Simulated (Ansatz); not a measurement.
## Element substitutions in Cu2Se

The parent structure is Cu$_{2}$Se in the anti-fluorite structure (space group Fm-3m, No. 225; a cell from a computed database, its experimental status unchecked).

```
CELL_PARAMETERS angstrom
      0.00000     2.85930     2.85930
      2.85930     0.00000     2.85930
      2.85930     2.85930     0.00000
ATOMIC_POSITIONS crystal
  Cu 0.75000 0.75000 0.75000
  Cu 0.25000 0.25000 0.25000
  Se 0.00000 0.00000 0.00000
```

Each row replaces one element on all its sites; cell and atoms are relaxed.

All numbers come from DFT with PBEsol, PAW potentials and a 420 eV plane-wave cutoff in Ansatz (an electronic-structure program), no SOC.

| variant | shortest interatomic distance | density |
|---|---|---|
| base | 2.476 Å | 7.32 g/cm³ |
| Se → W | 2.473 Å | 11.09 g/cm³ |
| Cu → Pt | 2.586 Å | 14.63 g/cm³ |
| Se → Mo | 2.470 Å | 7.98 g/cm³ |

Whether these cells are dynamically stable was not tested. As relaxed here, Cu2W, Pt2Se and Cu2Mo are hypothetical phases, not in the database extracts checked. The final runs are not spin-polarised. Pt2Se has a high density of states at the Fermi level and may be magnetic at this level.
